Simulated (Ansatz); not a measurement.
**A computed series for ZnSiP2: response to strain**

The reference is ZnSiP2 in the chalcopyrite structure (space group I-42d, No. 122).

```yaml
crystal:
  lattice:
    - [-2.70926, 2.70926, 5.26983]
    - [2.70926, -2.70926, 5.26983]
    - [2.70926, 2.70926, -5.26983]
  atoms:
    - { symbol: Zn, position: [0.00000, 0.00000, 0.00000] }
    - { symbol: Zn, position: [0.75000, 0.25000, 0.50000] }
    - { symbol: Si, position: [0.50000, 0.50000, 0.00000] }
    - { symbol: Si, position: [0.25000, 0.75000, 0.50000] }
    - { symbol: P, position: [0.87500, 0.85768, 0.48268] }
    - { symbol: P, position: [0.14232, 0.62500, 0.01732] }
    - { symbol: P, position: [0.37500, 0.39232, 0.51732] }
    - { symbol: P, position: [0.60768, 0.12500, 0.98268] }
```

Cartesian axes are those of the cell as printed.

Strains are applied to the cell and any free atomic positions relax; under biaxial strain the out-of-plane vector relaxes too.

Level of theory: DFT with PBE, PAW potentials and a 420 eV plane-wave cutoff in Ansatz (an electronic-structure program), no spin-orbit coupling.

Candidates:
(a) biaxial strain +1.50 %, plane normal [001], relaxed out of plane
(b) biaxial strain +3.00 %, plane normal [001], relaxed out of plane
(c) biaxial strain +0.75 %, plane normal [001], relaxed out of plane
(d) biaxial strain +2.25 %, plane normal [001], relaxed out of plane

Notes on the quantities. in-plane stress: mean in-plane stress (compression positive).

Task: Order them by in-plane stress, lowest first.

Result: (b) biaxial strain +3.00 %, plane normal [001], relaxed out of plane (-3.6 GPa), (d) biaxial strain +2.25 %, plane normal [001], relaxed out of plane (-2.8 GPa), (a) biaxial strain +1.50 %, plane normal [001], relaxed out of plane (-1.9 GPa), (c) biaxial strain +0.75 %, plane normal [001], relaxed out of plane (-1.0 GPa)

No phonon test of stability was made.
